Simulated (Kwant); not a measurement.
Model system: wire with one Gaussian impurity in a GaAs two-dimensional gas. Effective mass 0.067 mₑ, grid spacing 3 nm, hard walls, nominal width 60 nm (19 grid rows, so walls 60 nm apart), one parabolic valley, scattering region 180 nm long along x; energies count from the band bottom; Fermi energy swept from 0.0012472 to 0.026503 eV. Impurity U exp(−r²/2σ²), U = -0.063 eV, σ = 7 nm, 12 nm off the axis.

Constants are typed, rounded textbook-type inputs, not results; the design itself was drawn at random and stands for no fabricated device.

Computed with Kwant: effective-mass tight-binding model on a square grid, one spin, coherent transport at 0 K. Conductance is in e²/h.

How many channels do the leads carry at E = 18.2 meV?

The hard-wall thresholds are n² ħ²π²/(2mW²) = n² × 1.56 meV with W = 60 nm. √(18.2/1.56) = 3.42, so 3.
